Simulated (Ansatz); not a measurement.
**A constructed model of the (110) surface of bcc W, a cell of two sites (a+b, b-a) layer of In, one a cell, on the site that continues the host's stacking (bottom of the slab: a bare face, its two planes held)**

Method: PBE (plane waves to 420 eV, PAW; Ansatz, a quantum-chemistry and plane-wave program).

Model: 13-atom slab, 14.0 Å thick at the start with caps and adatoms (thin: gaps and levels are the slab's own), 12x8x1 mesh, Fermi-Dirac 0.1 eV, dipole correction, 4 atoms held, the rest relaxed; start symmetry kept, larger cells not searched; no spin, no spin-orbit, no U. It is one candidate, not shown to be the stable structure of the face.

```yaml
work_function_of_the_top_face: 4.34 eV
energy_released_by_relaxation: 0.16 eV
cost: very roughly 8 core-minutes
```
